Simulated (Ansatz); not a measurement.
β-phase Si₃N₄ (model structure), treated with PBE0 (Ansatz, a quantum-chemistry and plane-wave program, plane waves, PAW).

Run with plane-wave cutoff 500 eV, 4×4×8 k mesh (along the axes of the cell as run), gaussian smearing 0.02 eV, scalar-relativistic PAW data made under PBE.

Cell (relaxed with r²SCAN):

```
CELL_PARAMETERS angstrom
      3.80278    -6.58661     0.00000
      3.80278     6.58661     0.00000
      0.00000     0.00000     2.90559
ATOMIC_POSITIONS crystal
  Si 0.17544 0.76940 0.25000
  Si 0.23060 0.40604 0.25000
  Si 0.59396 0.82456 0.25000
  Si 0.82456 0.23060 0.75000
  Si 0.76940 0.59396 0.75000
  Si 0.40604 0.17544 0.75000
  N  0.33333 0.66667 0.25000
  N  0.66667 0.33333 0.75000
  N  0.33032 0.03123 0.25000
  N  0.96877 0.29909 0.25000
  N  0.70091 0.66968 0.25000
  N  0.66968 0.96877 0.75000
  N  0.03123 0.70091 0.75000
  N  0.29909 0.33032 0.75000
```

Question: What does this level give for the band gap?

Answer: 
- band gap = 6.56 eV (on the SCF k mesh)

Note: cell and atoms aren't relaxed at this level (largest force component 0.03 eV/Å, pressure -0.8 GPa).

Computed values are for the static lattice.

Computing time: roughly 11 core-minutes.

A model structure was made by putting elements into a prototype or built by hand; here it ended with the formula and space group of a phase in our tables.
